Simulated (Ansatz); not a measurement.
The reference is Be in the hcp (Mg type) structure (space group P6_3/mmc, No. 194; a = 2.2571 Å, c = 3.5529 Å).

All numbers come from PBEsol (Ansatz, a quantum-chemistry and plane-wave program, PAW, scalar-relativistic without spin-orbit coupling).

One change was made to it. Results:

The shortest interatomic distance increases by 0.3084 Å, from 2.203 Å to 2.512 Å; the c/a ratio increases by 0.076 (1.574 → 1.650); the density grows by 7.41 g/cm³ to 9.32 g/cm³.

Problem. Which of these changes matches the shifts?
(A) Be → Mg
(B) Be → Cu
(C) Be → Ba

Solution. B, Be → Cu. For comparison, the shortest interatomic distance in the other runs: Be → Mg gives 3.167 Å; Be → Ba gives 4.341 Å.

Whether these cells are dynamically stable was not tested. As relaxed here, Ba is a hypothetical phase, not in the database extracts checked. For Cu in this form, whether it has been made was not checked. All final runs are without spin polarisation. This is not the structure that Cu has at room temperature and ambient pressure.
